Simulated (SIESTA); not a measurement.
# Variants of one calculation on BiPd (Cmc2_1, 16 atoms in the cell)

BiPd is taken in the orthorhombic space group Cmc2₁ (No. 36), Pearson symbol oS32. Conventional cell: a = 8.7070 Å, b = 7.2030 Å, c = 10.6620 Å, α = β = γ = 90.00°. Pd1 on 4a has 7 Bi at 2.809–2.971 Å and 2 Pd at 3.012 Å and 1 Pd at 3.299 Å. Pd2 on 4a is surrounded by 2 Pd at 2.696 Å and 1 Pd at 3.299 Å and 6 Bi at 2.849–2.965 Å and 1 Bi at 3.229 Å. Pd3 on 8b has 1 Pd at 2.696 Å and 1 Pd at 3.012 Å and 7 Bi at 2.809–3.029 Å. Bi1 on 4a is surrounded by 7 Pd at 2.809–2.971 Å and 1 Bi at 3.299 Å and 7 Bi at 3.630–3.904 Å. Bi2 on 4a is surrounded by 6 Pd at 2.849–2.965 Å and 1 Pd at 3.229 Å and 1 Bi at 3.299 Å and 7 Bi at 3.562–3.904 Å. Bi3 on 8b is coordinated by 7 Pd at 2.809–3.029 Å and 9 Bi at 3.562–3.936 Å. (Neighbours: up to the widest gap in distance over summed covalent radii, below 1.35, at either atom.)
(The calculation used a cell of 16 atoms; values per cell refer to that cell.)

Base run A: LDA PW92, numerical atomic orbitals DZP, PseudoDojo LDA standard norm-conserving potentials (rewritten from UPF to PSML) in SIESTA, self-consistent single point.

Its settings: XC.functional = LDA; XC.authors = PW92; potentials = PseudoDojo LDA standard; PAO.BasisSize = DZP; PAO.EnergyShift = 0.01 Ry; MeshCutoff = 300 Ry; kgrid.MonkhorstPack = 5 5 3; OccupationFunction = MP; OccupationMPOrder = 0; ElectronicTemperature = 0.1 eV; MaxSCFIterations = 150; SCF.Mixer.Method = Pulay; SCF.Mixer.Weight = 0.2; SCF.Mixer.History = 6; SCF.DM.Tolerance = 1.0E-05.

The starting cell comes from a database of published, mostly measured structures (it also holds non-ambient and calculated ones), without a prior relaxation at this level. Spin polarisation is off. Values carry the incompleteness of an atom-centred basis.

ΔF is the free energy per atom less that of run A. 

Runs:
- B: lattice scaled by 1.03; MeshCutoff: 300 Ry → 180 Ry
- C: kgrid.MonkhorstPack: 5 5 3 → 4 4 2; ElectronicTemperature: 0.1 eV → 0.3 eV
- D: SCF.DM.Tolerance: 1.0E-05 → default; SCF.DM.Converge: default → false; SCF.H.Converge: default → false; SCF.FreeE.Converge: default → true; SCF.FreeE.Tolerance: default → 1.0E-02 eV
- E: ElectronicTemperature: 0.1 eV → 0.15 eV
- F: kgrid.MonkhorstPack: 5 5 3 → 3 3 2
- G: PAO.BasisType: default → splitgauss
- H: MaxSCFIterations: 150 → 300; SCF.Mixer.History: 6 → 1
- I: PAO.SplitNorm: default → 0.15

```
run  ΔF (meV/atom)  pressure (GPa)  largest force (eV/Å)  k-points
---  -------------  --------------  --------------------  --------
A             0.00           -2.79                 0.832        38
B             89.4          -11.17                 0.539        38
C             -8.2           -2.64                 0.842        23
D             0.00           -2.79                 0.831        38
E            -1.06           -2.79                 0.834        38
F             -4.9           -2.92                 0.873        11
G            157.0           -3.83                 0.844        38
H             0.00           -2.79                 0.832        38
I             0.00           -2.79                 0.832        38
```

Run B against A: The free energy rises by 89.4 meV/atom, the pressure goes from -2.79 to -11.17 GPa and the largest force goes from 0.832 to 0.539 eV/Å.

Run F against A: The free energy falls by 4.9 meV/atom, the pressure goes from -2.79 to -2.92 GPa and the largest force goes from 0.832 to 0.873 eV/Å.
